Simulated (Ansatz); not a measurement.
A self-consistent single point of Cu2HgGeSe4 (Fmm2, 8 atoms in the cell) with Ansatz (an electronic-structure program)

Level of theory: PBEsol, default PAW files made with PBE (plane waves; Ansatz).

This input was run:

Ansatz 0.2 input:
```yaml
crystal:
  lattice:
    - [-2.92178300, 2.92178300, 5.58626100]
    - [2.92178300, -2.92178300, 5.58626100]
    - [2.92178300, 2.92178300, -5.58626100]
  atoms:
    - { symbol: Cu, position: [0.75000000, 0.25000000, 0.50000000] }
    - { symbol: Cu, position: [0.25000000, 0.75000000, 0.50000000] }
    - { symbol: Ge, position: [0.50447500, 0.50447500, 0.00000000] }
    - { symbol: Hg, position: [0.00000000, 0.00000000, 0.00000000] }
    - { symbol: Se, position: [0.40778000, 0.40778000, 0.54058000] }
    - { symbol: Se, position: [0.59222000, 0.13280000, 0.00000000] }
    - { symbol: Se, position: [0.86720000, 0.86720000, 0.45942000] }
    - { symbol: Se, position: [0.13280000, 0.59222000, 0.00000000] }
basis:
  ecutwfc: 420.0
kpoints:
  mp_grid: { grid: [4, 4, 4] }
hamiltonian:
  xc: pbesol
  pseudopotentials: { kind: paw }
scf:
  occupations: { method: gaussian, width: 0.1 }
output:
  forces: true
  eigenvalues: true
  stress: true
```

Output (repeated stretches shortened):

```
WARN ansatz: RAYON_NUM_THREADS=1 ignored (pool sized by the plan → 1); use --threads N
Pseudopotentials: kind: paw
Pseudopotential: Cu, paw, valence charge 19
Pseudopotential: Ge, paw, valence charge 14
Pseudopotential: Hg, paw, valence charge 20
Pseudopotential: Se, paw, valence charge 16
Crystal: 8 atoms, lattice volume = 190.756 Å³
Basis set: ecut = 420 eV, 3715 PW (Γ), exchange–correlation on 96×96×96 points (8 copies of the dense FFT grid, shifted against one another)
Bands: 82, of which v1, the nominal top of the filled ones, is band 68 counted from 1 (67 counted from 0)
Symmetry: 4 space group operations
Space group: Fmm2 (ITA 42), of the structure as read, at distance tolerance 5.8e-5 Å
k-points: 18 of 64 (time reversal used)
PAW frozen core: Cu, regenerated for the run's functional, and the local potential with it
PAW frozen core: Ge, regenerated for the run's functional, and the local potential with it
PAW frozen core: Hg, regenerated for the run's functional, and the local potential with it
PAW frozen core: Se, regenerated for the run's functional, and the local potential with it
Initial density: superposition of atomic densities (neutral atoms: chi_scale 0, normalization atom), corrected by the library's trained network
Initial wavefunctions: pseudopotential atomic-orbital guess
Eigensolver: davidson
Functional: x = pbesol(κ = 0.804, μ = 0.12345679012345678), c = pbesol(β = 0.046)
SCF iter   1: F=—  HF=-52797.643001 eV  |F-HF|=—  |Δ(HF+E_count)|=         —  Δρ=7.95e-3  dr2=8.04e-2  ethr=1.77e-3  ⟨swp⟩=5.3  Hψ=5107  notcnv=0  defer=39
all-band conjugate gradients solve this SCF's bands
preconditioner: auto → none
SCF iter   2: F=—  HF=-52797.643441 eV  |F-HF|=—  |Δ(HF+E_count)|=   4.39e-4  Δρ=7.19e-3  dr2=6.74e-2  ethr=5.91e-5  ⟨swp⟩=2.0  Hψ=3020  notcnv=0  defer=132
SCF iter   3: F=—  HF=-52797.628065 eV  |F-HF|=—  |Δ(HF+E_count)|=   1.54e-2  Δρ=1.35e-3  dr2=2.78e-3  ethr=4.96e-5  ⟨swp⟩=2.0  Hψ=1742  notcnv=0  defer=132
SCF iter   4: F=—  HF=-52797.627892 eV  |F-HF|=—  |Δ(HF+E_count)|=   1.73e-4  Δρ=3.64e-4  dr2=1.82e-4  ethr=2.05e-6  ⟨swp⟩=2.0  Hψ=1682  notcnv=0  defer=132
SCF iter   5: F=—  HF=-52797.627976 eV  |F-HF|=—  |Δ(HF+E_count)|=   8.35e-5  Δρ=1.97e-4  dr2=6.22e-5  ethr=1.34e-7  ⟨swp⟩=2.0  Hψ=1895  notcnv=0  defer=132
SCF iter   6: F=—  HF=-52797.627975 eV  |F-HF|=—  |Δ(HF+E_count)|=   4.27e-7  Δρ=8.35e-5  dr2=1.58e-5  ethr=4.58e-8  ⟨swp⟩=2.0  Hψ=1823  notcnv=0  defer=132
SCF iter   7: F=—  HF=-52797.627976 eV  |F-HF|=—  |Δ(HF+E_count)|=   8.11e-7  Δρ=2.48e-5  dr2=1.25e-6  ethr=1.16e-8  ⟨swp⟩=2.0  Hψ=1822  notcnv=0  defer=132
SCF iter   8: F=—  HF=-52797.627976 eV  |F-HF|=—  |Δ(HF+E_count)|=   1.63e-7  Δρ=4.76e-6  dr2=1.10e-7  ethr=9.18e-10  ⟨swp⟩=2.0  Hψ=1712  notcnv=0  defer=132
SCF iter   9: F=-52797.627976 eV  HF=-52797.627976 eV  |F-HF|=1.95e-9  |Δ(HF+E_count)|=   1.93e-8  Δρ=1.35e-6  dr2=3.27e-9  ethr=7.35e-11  ⟨swp⟩=9.3  Hψ=6191  notcnv=0
SCF 1 converged in 9 iterations: F = -52797.627976 eV  dr2 = 3.27e-9
SCF converged after 9 iterations
Free energy (F): -52797.627976 eV
Harris-Foulkes:  -52797.627976 eV  (|F-HF|=1.95e-9)
Internal energy: -52797.623348 eV  (E = F + TS)
E sigma→0 (E₀):  -52797.625662 eV
Entropy (-TS):   -0.004628 eV (-0.578 meV/atom)
Fermi energy:    8.510678 eV
--- Per-component energies (eV) ---
  E_band       = -3201.658689
  E_kinetic    = 1784.428251
  E_local      = -26757.883870  (includes V_loc(G=0)·N_el)
  E_nonlocal   = -1072.122700
  E_hartree    = 12298.896993
  E_xc         = -879.471548
  E_vxc        = -942.005239  (∫ρ·V_xc dr)
  E_paw        = -22519.068971  (= ΣΔE_a)
  E_vpaw       = -811.873825  (= ΣTr[D̂ρ^β])
  E_aug_tail   = -0.000716  (compensation charges beyond the density's cutoff)
  E_ewald      = -15658.093581
  E_core_change = 5.692794  (= ΣΔE_core)
  E_smearing   = -0.004628  (= −TS)
  E_closure    = -0.000000  (closes the sum)
  Σ components = -52797.627976   (vs F -52797.627976, Δ=0.00e0)
--- Forces (eV/Å), atoms counted from 1 ---
  atom   1  Cu     0.00000000    -0.00000000     0.04598309
  atom   2  Cu    -0.00000000    -0.00000000     0.04598309
  atom   3  Ge    -0.00000000    -0.00000000    -0.53887640
  atom   4  Hg     0.00000000    -0.00000000    -0.09521544
  atom   5  Se    -0.15910796    -0.15910796     0.18875751
  atom   6  Se     0.00306650    -0.00306650     0.08230502
  atom   7  Se     0.15910796     0.15910796     0.18875751
  atom   8  Se    -0.00306650     0.00306650     0.08230502
  max |Σ_I F_I| component: 5.98e-7 eV/Å
--- Stress (GPa, compression-positive) ---
       -2.731074       0.395883       0.000000
        0.395883      -2.731074      -0.000000
        0.000000      -0.000000      -2.562405
  P = ⅓ Tr σ = -2.6749 GPa (-26.749 kbar)
  The stress holds the Pulay correction. Without it, at fixed plane waves, as pw.x and ABINIT print it: P = -2.7074 GPa
--- Band table (eV; the first three rows and the last of 18) ---
  k-point 0: bands = ["-106.2191", "-102.9598", "-102.9598", "-60.5375", "-60.5375", "-60.5353", "-60.5353", "-60.4506", "-60.4506", "-54.6463", "-54.6191", "-54.6174", "-39.5612", "-39.5610", "-39.5385", "-39.5382", "-39.5050", "-39.5050", [...]
  k-point 1: bands = ["-106.2191", "-102.9598", "-102.9598", "-60.5375", "-60.5375", "-60.5353", "-60.5353", "-60.4506", "-60.4506", "-54.6463", "-54.6191", "-54.6174", "-39.5612", "-39.5610", "-39.5385", "-39.5383", "-39.5051", "-39.5050", [...]
  k-point 2: bands = ["-106.2191", "-102.9598", "-102.9598", "-60.5376", "-60.5375", "-60.5353", "-60.5353", "-60.4506", "-60.4506", "-54.6463", "-54.6191", "-54.6174", "-39.5612", "-39.5610", "-39.5385", "-39.5382", "-39.5051", "-39.5050", [...]
  k-point 17: bands = ["-106.2191", "-102.9598", "-102.9598", "-60.5375", "-60.5375", "-60.5353", "-60.5353", "-60.4506", "-60.4506", "-54.6463", "-54.6191", "-54.6174", "-39.5612", "-39.5610", "-39.5385", "-39.5382", "-39.5050", "-39.5050", [...]
```

The run converged in 9 iterations.

The starting cell comes from a database of computed structures (which also holds hypothetical and non-ambient phases and stackings), without a prior relaxation at this level. Its lattice was rescaled by up to half a per cent. One atom was moved a little off its site on purpose. Spin-orbit coupling is off. Spin polarisation is off. Ansatz's pressure includes its estimate of the finite-basis (Pulay) stress. The run gives no clean gap (levels at the Fermi energy touch, overlap or are partly filled at this smearing), which alone does not show that the compound is a metal.
